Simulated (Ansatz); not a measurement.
Abridged Ansatz (an electronic-structure program) output:

```
Pseudopotential: Zn, paw, valence charge 12
Pseudopotential: Si, paw, valence charge 4
Pseudopotential: P, paw, valence charge 5
Crystal: 8 atoms, lattice volume = 154.725 Å³
Basis set: ecut = 420 eV, 3001 PW (Γ), exchange–correlation on 90×90×90 points (8 copies of the dense FFT grid, shifted against one another)
Bands: 34, of which v1, the nominal top of the filled ones, is band 26 counted from 1 (25 counted from 0)
Symmetry: 8 space group operations
k-points: 75 of 729 (time reversal used)
Functional: x = pbe(κ = 0.804, μ = 0.2195149727645171), c = pbe(β = 0.06672455060314922)
SCF iter   1: F=—  HF=-10935.073105 eV  |F-HF|=—  |Δ(HF+E_count)|=         —  Δρ=9.85e-4  dr2=1.03e-3  ethr=1.77e-3  ⟨swp⟩=9.5  Hψ=14840  notcnv=0  defer=2
SCF iter   2: F=—  HF=-10935.071199 eV  |F-HF|=—  |Δ(HF+E_count)|=   1.91e-3  Δρ=5.86e-4  dr2=3.39e-4  ethr=1.97e-6  ⟨swp⟩=3.0  Hψ=5891  notcnv=0  defer=100
SCF 1 converged in 9 iterations: F = -10935.071356 eV  dr2 = 1.61e-11
SCF converged after 9 iterations
Free energy (F): -10935.071356 eV
Internal energy: -10935.071356 eV  (E = F + TS)
E sigma→0 (E₀):  -10935.071356 eV
Entropy (-TS):   -0.000000 eV (-0.000 meV/atom)
Fermi energy:    7.271125 eV
--- Forces (eV/Å), atoms counted from 1 ---
  atom   1  Zn    -0.00000000     0.00000000     0.00000000
  atom   2  Zn     0.00000000    -0.00000000     0.00000000
  atom   3  Si    -0.00000000    -0.00000000     0.00000000
  atom   4  Si    -0.00000000     0.00000000     0.00000000
  atom   5  P      0.00096689     0.00000000    -0.00000000
  atom   6  P     -0.00000000    -0.00096689    -0.00000000
  atom   7  P     -0.00096689    -0.00000000    -0.00000000
  atom   8  P      0.00000000     0.00096689    -0.00000000
--- Stress (GPa, compression-positive) ---
        0.003133      -0.000000       0.000000
       -0.000000       0.003133      -0.000000
        0.000000      -0.000000      -0.000316
  P = ⅓ Tr σ = 0.0020 GPa (0.020 kbar)
```

### Question
What was computed, and what are the main results?

### Answer
ZnSiP2, 8 atoms in the cell, with PBE (Ansatz; PAW; 420 eV plane waves; no spin-orbit coupling). The last SCF converged to F = -10935.071356 eV, or -1366.8839 eV per atom, at a pressure of 0.00 GPa. The total energy compares only with runs of the same code, potentials and settings.

Stability against distortions was not tested. The cell is ZnSiP$_{2}$ in the chalcopyrite structure (space group I-42d, No. 122).
